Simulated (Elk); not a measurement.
Band structure of CdO (Fm-3m, 2 atoms in the cell).

```yaml
crystal:
  lattice:
    - [0.00000, 2.34801, 2.34801]
    - [2.34801, 0.00000, 2.34801]
    - [2.34801, 2.34801, 0.00000]
  atoms:
    - { symbol: Cd, position: [0.00000, 0.00000, 0.00000] }
    - { symbol: O, position: [0.50000, 0.50000, 0.50000] }
```

Level of theory: PBE, all-electron FP-LAPW, Elk's shipped species files, APW+lo basis with extra local orbitals (Elk).

Settings: xctype = 20; rgkmax = 8; stype = 0; swidth = 0.00367493 Ha; ngridk = 10 10 10; gmaxvr = 18 1/bohr; lmaxapw = 10; lmaxo = 8; nxlo = 2; lorbcnd = true; lradstp = 2; nrmtscf = 2; lmaxi = 4; maxscl = 100.

The starting cell comes from a database of computed structures (which also holds hypothetical and non-ambient phases and stackings), without a prior relaxation at this level. Its lattice was rescaled by a random factor within 2.5 % of one. Values depend on the basis (sphere radii, cutoffs, local orbitals), which need not be converged. The run gives no clean gap (levels at the Fermi energy touch, overlap or are partly filled at this smearing), which alone does not show that the compound is a metal.

Levels in eV from the Fermi level, bands 9 to 16:
```csv
point,9,10,11,12,13,14,15,16
Γ,-6.49,-1.49,-1.49,-1.49,-0.50,14.43,16.95,16.95
X,-5.79,-4.45,-2.45,-2.45,3.82,8.44,11.15,13.23
W,-5.89,-3.11,-3.11,-1.98,5.94,8.83,8.83,10.68
K,-6.08,-3.51,-2.99,-1.38,5.36,8.53,8.54,12.84
L,-6.24,-3.91,-0.11,-0.11,4.34,7.25,11.79,11.79
U,-6.08,-3.51,-2.99,-1.38,5.36,8.53,8.54,12.84
```

Bands cross the Fermi level along this path, so the cell is metallic at this level.
